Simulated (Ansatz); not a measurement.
## What Ru → Co does to Ru

Take Ru in the hcp (Mg type) structure (space group P6_3/mmc, No. 194; a = 2.692 Å, c = 4.246 Å) as the base.

Perturbation: every Ru is replaced by Co, then cell and atoms are relaxed.

Method: Kohn–Sham DFT with the PBEsol functional, run in Ansatz (a first-principles code) with PAW and 420 eV plane waves, scalar-relativistic without spin-orbit coupling. k-mesh 22×22×12 (Γ-centred); smearing 0.05 eV (Fermi–Dirac), for the changed cell.

The volume per atom shrinks by 2.945 Å³ (13.32 Å³ → 10.38 Å³) and the density decreases by 3.17 g/cm³ to 9.43 g/cm³. The lattice parameter a shrinks by 0.235 Å to 2.457 Å and the c/a ratio goes up by 0.038 to 1.615. The space group is still P6_3/mmc (No. 194) and the shortest interatomic distance falls by 0.192 Å to 2.439 Å. The band gap is still zero and the magnetic state goes from not spin-polarised to ferromagnetic. The largest site moment goes from zero to 1.64 μB.

Final structure:

```yaml
crystal:
  lattice:
    - [2.45727, 0.00000, 0.00000]
    - [-1.22863, 2.12806, 0.00000]
    - [0.00000, 0.00000, 3.96862]
  atoms:
    - { symbol: Co, position: [0.33333, 0.66667, 0.75000] }
    - { symbol: Co, position: [0.66667, 0.33333, 0.25000] }
```

The magnetic state is the one reached from the starting moments; the real material's order can differ, and small cells can't hold many antiferromagnetic ones. No phonon test of stability was made. Spin-polarised in the final run: Co; the other runs are not.
